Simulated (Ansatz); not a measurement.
A relaxation of cell and atoms of YMgNi4 (F-43m, 6 atoms in the cell) with Ansatz (a quantum-chemistry and plane-wave program).

Method: PBEsol, default PAW files made with PBE (plane waves; Ansatz).

The change in words: atoms on their sites; basis.ecutwfc: 420 eV → 630 eV; relax: default → cell and atoms. Reference geometry:
```xyz
6
Lattice="0.0000 3.4817 3.4817 3.4817 0.0000 3.4817 3.4817 3.4817 0.0000" Properties=species:S:1:pos:R:3 pbc="T T T"
Y      0.0289     0.0289     0.0289
Mg     1.7408     1.7408     1.7408
Ni     4.3413     4.3413     4.3413
Ni     4.3413     2.6220     2.6220
Ni     2.6220     2.6220     4.3413
Ni     2.6220     4.3413     2.6220
```
Moments meant for the start (each program seeds them in its own way; μB, in the order of the atoms Y Mg Ni Ni Ni Ni): 0.0 0.0 2.0 2.0 2.0 2.0.

Reference input (self-consistent single point, DFT, PBEsol, plane waves, default PAW files made with PBE): basis.ecutwfc = 420 eV; kpoints.mp_grid.grid = 4 4 4; hamiltonian.xc = pbesol; hamiltonian.pseudopotentials = {kind: paw} (the program's default PAW files); magnetization.spin_polarized = true; scf.occupations.method = fermi_dirac; scf.occupations.width = 0.1 eV. This run's input differs from it in these lines:

Ansatz 0.2 input:
```diff
@@ -7,3 +7,3 @@
   atoms:
-    - { symbol: Y, position: [0.004146, 0.004146, 0.004146] }
+    - { symbol: Y, position: [0.000000, 0.000000, 0.000000] }
     - { symbol: Mg, position: [0.250000, 0.250000, 0.250000] }
@@ -14,3 +14,3 @@
 basis:
-  ecutwfc: 420.0 eV
+  ecutwfc: 630.0 eV
 kpoints:
@@ -28,2 +28,4 @@
     width: 0.1 eV
+relax:
+  cell: {}
 output:
```

Output (repeated stretches shortened):

```
   [... SCF lines of the steps left out ...]
relax step   1: F+E_penalty+E_count = -28929.50977737 eV  Δ(F+E_penalty+E_count) = +0.000e0 eV  max|allowed force component| = 4.898e-2 eV/Å  Δτ_max = 0.0000 Å  P = -3.234 GPa  Ω = 84.409 Å³  (17 SCF iters, dr2 threshold 1.00e-7 eV, accepted)
relax step   2: F+E_penalty+E_count = -28929.53159098 eV  Δ(F+E_penalty+E_count) = -2.181e-2 eV  max|allowed force component| = 2.512e-2 eV/Å  Δτ_max = 0.0028 Å  P = -0.465 GPa  Ω = 82.622 Å³  energy of the carried Pulay correction = +1.641e-4 eV  [...]
relax step   3: F+E_penalty+E_count = -28929.53218796 eV  Δ(F+E_penalty+E_count) = -5.970e-4 eV  max|allowed force component| = 1.042e-2 eV/Å  Δτ_max = 0.0013 Å  P = +0.046 GPa  Ω = 82.314 Å³  energy of the carried Pulay correction = +1.929e-4 eV  [...]
relax step   4: F+E_penalty+E_count = -28929.53222042 eV  Δ(F+E_penalty+E_count) = -3.246e-5 eV  max|allowed force component| = 7.318e-4 eV/Å  Δτ_max = 0.0009 Å  P = -0.006 GPa  Ω = 82.342 Å³  energy of the carried Pulay correction = +1.903e-4 eV  [...]
relax step   5: F+E_penalty+E_count = -28929.53203649 eV  Δ(F+E_penalty+E_count) = +1.839e-4 eV  max|allowed force component| = 7.353e-4 eV/Å  Δτ_max = 0.0000 Å  P = -0.005 GPa  Ω = 82.342 Å³  stress off target by 4.84e-3 GPa  SCF on the basis [...]
basis re-selected at this cell: Δ(F+E_penalty+E_count) = +1.839e-4 eV, ΔP = +0.001 GPa vs the last step
the relaxation is at rest under the 24 symmetry operations that the run kept from its start: a minimum is not shown …
the relaxation's final electronic state is not compared with the one that a single-point calculation of its input finds at the relaxed geometry …
Magnetization: 0.0000 μB (46.5000 up, 46.5000 down)
   [... lines left out ...]
Absolute magnetization: 0.0000 μB (∫|ρ↑−ρ↓|, with the PAW one-centre terms)
Free energy (F): -28929.532036 eV
Fermi energy:    14.880315 eV
  cell:  # Å, volume = 82.3421 Å³
   [... lines left out ...]
    - { symbol: Mg, position: [0.25, 0.25, 0.25] }
    - { symbol: Ni, position: [0.6238677280591196, 0.6238677280591196, 0.6238677280591196] }
    - { symbol: Ni, position: [0.12839681582264084, 0.6238677280591196, 0.6238677280591196] }
    - { symbol: Ni, position: [0.6238677280591196, 0.6238677280591196, 0.12839681582264084] }
    - { symbol: Ni, position: [0.6238677280591196, 0.12839681582264084, 0.6238677280591196] }
```

The run converged. 

Summary of the result:
Free energy E − TS (on the zero of these files): -28929.5320 eV
Fermi level (on the code's own zero): 14.88 eV
Pressure: 0.00 GPa
Largest force (vector length): 0.001 eV/Å
Size of the cell's spin moment: 0.00 μB
Final cell: a = 4.8833 Å, b = 4.8833 Å, c = 4.8833 Å, α = 60.00°, β = 60.00°, γ = 60.00°
Final volume per atom: 13.72 Å³
Relaxation steps: 5

The starting cell comes from a database of computed structures (which also holds hypothetical and non-ambient phases and stackings), without a prior relaxation at this level. Its lattice was rescaled by up to half a per cent. The starting moments vanished: the run ended non-magnetic, which need not be the lowest state. The program warned that a starting moment was not kept. The relaxation keeps the symmetry of its start, so its end need not be a minimum. Ansatz's pressure includes its estimate of the finite-basis (Pulay) stress.

Cost on one core of a shared machine: roughly 2 min.
